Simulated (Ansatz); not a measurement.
## AlN: stress against strain

AlN (wurtzite, P6_3mc, 10.461 Å³/atom at rest, c along z) under an equal strain ε in the (0001) plane with the normal axis free, as in a coherent film. PBEsol in Ansatz, a plane-wave DFT program (PAW, default set), 420 eV, 12×12×7 Γ-centred mesh, Fermi-Dirac smearing 0.05 eV; ions are relaxed within the symmetry of each cell. Stress is positive for a compressed cell.

Here s stands for strain and y for stress xx.

```csv
strain (%),stress xx (GPa)
-1.20,5.67
-0.60,2.77
0.00,0.00
0.60,-2.64
1.20,-5.14
3.00,?
```

**Question.** Fit y against s with a straight line, and predict the withheld value at s = 3.00.

**Answer.** Means: s 0, y 0.132. About the means, the sum of products is -16.218 and the sum of squares of s is 3.6000; the slope is their ratio. Least squares gives y = 0.132 - 4.5050·s. Residuals (row less fit): 0.132, -0.065, -0.132, -0.069, 0.134; standard error 0.144 (degrees of freedom: 3). The slope gives the biaxial elastic modulus of this plane = 450 ± 8 GPa. At the withheld row, y = 0.132 - 4.5050 × 3.0 = -13.383 GPa. The calculation gives -11.87 GPa, 1.513 GPa above the prediction (8.6 % of the range of y in the table). The row lies outside the fitted rows, so this is an extrapolation. From the scatter of the fitted rows alone, a prediction at this place has a standard error of 0.276 GPa, so the miss is 5.5 times that.

One order more, fitted to all 11 runs of the series, follows each within 0.01, so the miss is the next term of a smooth law. Rows are the converged runs of the series near zero and its far end; series whose fitted rows scatter by over a few per cent of the range, as at a crossing or softening among them, aren't shown in this form. Most that stay on the fit to the last digits aren't either.
